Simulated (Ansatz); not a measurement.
# Formation energy of NbSi2 (P6₂22) from the elements: levels of theory

This concerns the formation energy of NbSi2 (P6₂22) from the elements. Reaction: 2 Si (diamond) + Nb (bcc) → NbSi2 (P6₂22). A negative value means that the right-hand side lies lower. The value is per atom of the solid.

NbSi2 (P6₂22), 9 atoms in the cell; spin state with PBE: run without spin. Conventional cell: a = 4.8114 Å, b = 4.8114 Å, c = 6.6158 Å, α = 90.00°, β = 90.00°, γ = 120.00°.

Setting: static, neutral cells in Ansatz (PAW) whose structures rest at the PBE level. Ansatz (a first-principles code) runs with its PAW set soft_1. Other levels take these structures, unless marked own geometry. The lattices are those relaxed with PBE, so at other levels the solids can be strained, which adds to the spread. A dispersion term (D3(BJ), or D4 for r2SCAN) was computed beside these levels and is taken off wherever the name lacks it.

| Method | value (eV/atom) |
|---|---|
| PBE | -0.56 |
| PBE+D3(BJ) | -0.67 |
| LDA | ___ |
| PBEsol | -0.66 |
| RPBE | -0.53 |
| r2SCAN+D4 | -0.57 |
| r2SCAN (own geometry) | -0.53 |

Question: What belongs in the gaps?

Answer: 
- LDA, value (eV/atom): -0.64

The levels span 0.14 eV/atom, from PBE+D3(BJ) (-0.67) to RPBE (-0.53).

Rough cost of one single point on NbSi2 (P6₂22), against PBEsol's on the same shared machine and with each level's own mesh and cutoff: r2SCAN about 2 times.
